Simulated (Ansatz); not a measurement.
Terminations of the (111) surface of fcc Ir, measured from the surface 'clean 1x1'. Atoms come from or go to: Ag: fcc Ag, Al: fcc Al, Bi: rhombohedral Bi, Cr: bcc Cr, antiferromagnetic, Fe: bcc Fe, ferromagnetic, Ir: fcc Ir, Ni: fcc Ni, ferromagnetic, O: ½ O2(g), Pt: fcc Pt, Sn: beta tin, W: bcc W, Y: hcp Y. ΔE is the energy of forming the row's surface from that one (negative: more stable at these reservoirs); the vacuum level's shift is aligned on the shared bottom. No zero-point or thermal terms. These are constructed structures in small cells; real faces may alloy, dewet or reconstruct in larger ones, and not all known structures of the face are among them. Slabs of about 11 Å, Fermi-Dirac smearing of 0.1 eV. Bottom of the slabs: a bare face, its two planes held. Relaxed from the named starts with such symmetry as they have, on meshes of like density; energies extrapolated to zero smearing; spin only where a row says so; no spin-orbit coupling, no U. Brackets mark spin-polarised runs, whose order is one that fits the cell. A dash marks a value that is undefined for that row (no clear gap, or no work function of a gapped slab) or was not read reliably on its mesh.

The numbers are results of PBE (plane waves to 420 eV, PAW; Ansatz, a program for electronic structure), not measurements.

```
surface                                                                                                   atoms added per 1x1  ΔE per 1x1 (eV)  shift of the vacuum level (eV)  work function (eV)
--------------------------------------------------------------------------------------------------------  -------------------  ---------------  ------------------------------  ------------------
a pseudomorphic layer of Fe in the host's stacking [spin, 2.8 μB a cell]                                                +1 Fe                …                           -0.91                4.59
a layer of Ni in place of the third plane [spin start, no net moment]                                            -1 Ir, +1 Ni                …                            0.01                5.48
(√3x√3)R30° layer of Y, one a cell, on the site that continues the host's stacking (3 Ir–Y bonds formed)             +0.333 Y            -0.60                           -2.76                2.74
a layer of Pt in place of the third plane                                                                        -1 Ir, +1 Pt             0.15                            0.10                5.55
a pseudomorphic layer of Cr in the other hollow [spin start, no net moment]                                             +1 Cr             0.29                           -0.69                4.82
a pseudomorphic layer of Al in the other hollow                                                                         +1 Al            -0.92                           -1.06                4.45
a pseudomorphic layer of W in the host's stacking                                                                        +1 W                …                           -0.10                5.42
a pseudomorphic layer of Ag in the other hollow                                                                         +1 Ag            -0.16                           -0.66                4.83
a layer of Sn in place of the third plane                                                                        -1 Ir, +1 Sn             1.88                            0.25                5.73
p(2x2) layer of Bi, one a cell, on the site that continues the host's stacking                                       +0.25 Bi            -0.41                           -1.66                3.84
(√3x√3)R30° layer of O, one a cell, on the site that continues the host's stacking                                   +0.333 O                …                            0.43                5.93
p(2x2) layer of Sn, one a cell, on the site that continues the host's stacking                                       +0.25 Sn            -0.38                           -1.05                4.44
```

### Question
Complete the blanks.

### Answer

- a pseudomorphic layer of Fe in the host's stacking [spin, 2.8 μB a cell], ΔE per 1x1 (eV): 0.12
- a layer of Ni in place of the third plane [spin start, no net moment], ΔE per 1x1 (eV): 0.13
- a pseudomorphic layer of W in the host's stacking, ΔE per 1x1 (eV): 0.24
- (√3x√3)R30° layer of O, one a cell, on the site that continues the host's stacking, ΔE per 1x1 (eV): -0.57
